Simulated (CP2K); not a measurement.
A self-consistent single point of YGa (P1, 4 atoms in the cell) with CP2K.

Level of theory: CP2K with LDA (Pade form), GPW, DZVP-MOLOPT-SR-GTH basis, GTH-PADE potentials (GTH_POTENTIALS).

The change in words: atoms moved at random. Reference geometry:
```xyz
4
Lattice="5.9133 0.0000 0.0000 -4.2867 4.0733 0.0000 0.0000 0.0000 4.1145" Properties=species:S:1:pos:R:3 pbc="T T T"
Y      4.4948     0.5665     3.0859
Y     -2.8682     3.5068     1.0286
Ga     1.5706     1.7342     3.0859
Ga     0.0561     2.3390     1.0286
```

Reference input (self-consistent single point, DFT LDA (Pade form), GPW, DZVP-MOLOPT-SR-GTH basis, GTH-PADE potentials (GTH_POTENTIALS)): CUTOFF = 600 Ry; REL_CUTOFF = 50 Ry; SMEAR/METHOD = FERMI_DIRAC; ELECTRONIC_TEMPERATURE = 1160.45 K; KPOINTS/SCHEME = MONKHORST-PACK 6 6 6; GAMMA_CENTERED = T; XC_FUNCTIONAL = PADE; Y/BASIS_SET = DZVP-MOLOPT-SR-GTH-q11; Y/POTENTIAL = GTH-PADE-q11; Ga/BASIS_SET = DZVP-MOLOPT-SR-GTH-q13; Ga/POTENTIAL = GTH-PADE-q13; METHOD = GPW. This run's input differs from it in these lines:

```diff
@@ -69,6 +69,6 @@
     &COORD
-      Y        4.49479511     0.56646994     3.08589300
-      Y       -2.86817111     3.50680206     1.02863100
-      Ga       1.57055941     1.73423629     3.08589300
-      Ga       0.05606459     2.33903571     1.02863100
+      Y        4.53042839     0.50401038     3.05149558
+      Y       -2.86556236     3.53748602     1.06765726
+      Ga       1.57430083     1.77248024     3.07425713
+      Ga       0.01408543     2.33256328     1.03563803
     &END COORD
```

Log, with long lists cut:

```
 SCF WAVEFUNCTION OPTIMIZATION

  Step     Update method      Time    Convergence         Total energy    Change
     1 NoMix/Diag. 0.30E+00      -     1.65261833      -226.5000826307 -2.27E+02
     2 Broy./Diag. 0.30E+00      -     0.02860007      -227.0735650020 -5.73E-01
     3 Broy./Diag. 0.30E+00      -     0.05316401      -226.3356324012  7.38E-01
     4 Broy./Diag. 0.30E+00      -     0.01258384      -225.9211128725  4.15E-01
     5 Broy./Diag. 0.30E+00      -     0.00258681      -225.9215547602 -4.42E-04
     6 Broy./Diag. 0.30E+00      -     0.00329903      -225.9287049868 -7.15E-03
   [... 2 lines left out ...]
     9 Broy./Diag. 0.30E+00      -     0.00001084      -225.9294708383  4.12E-06
    10 Broy./Diag. 0.30E+00      -     0.00001110      -225.9293922059  7.86E-05
    11 Broy./Diag. 0.30E+00      -     0.00000337      -225.9293832920  8.91E-06
    12 Broy./Diag. 0.30E+00      -     0.00000052      -225.9293933241 -1.00E-05
  *** SCF run converged in    12 steps ***

  Overlap energy of the core charge distribution:               0.00000000004103
  Self energy of the core charge distribution:               -338.30770881994681
  Core Hamiltonian energy:                                     88.97759520524946
  Hartree energy:                                              53.24039584460088
  Exchange-correlation energy:                                -29.83544414024492
  Electronic entropic energy:                                  -0.00423141784728
  Fermi energy:                                                 0.24568472779918

  Total energy:                                              -225.92939332414690
  Total energy (extrapolated to T->0):                       -225.92727761522326

                     Mulliken Population Analysis

   [... lines left out ...]

 STRESS| Analytical stress tensor [bar]
 STRESS|                        x                   y                   z
 STRESS|      x       -6.35776227331E+04  -3.05346665065E+03  -1.23486990418E+03
 STRESS|      y       -3.05346665065E+03  -6.24981538271E+04   8.37649467172E+02
 STRESS|      z       -1.23486990418E+03   8.37649467172E+02  -6.71413205801E+04
 STRESS| 1/3 Trace                                            -6.44056990468E+04
```

The run converged in 12 iterations. Against the reference run the free energy rises by 4.5 meV/atom, the pressure goes from -6.72 to -6.44 GPa and the largest force goes from 0.080 to 0.314 eV/Å.

The starting cell comes from a database of computed structures (which also holds hypothetical and non-ambient phases and stackings), without a prior relaxation at this level. Its lattice was rescaled by a random factor within 2.5 % of one. For this run, on top of that: atoms moved at random. Values carry the incompleteness of an atom-centred basis. With a pressure of about -6 GPa the cell is away from its equilibrium volume at this level.

Cost on one core of a shared machine: roughly 5 min.
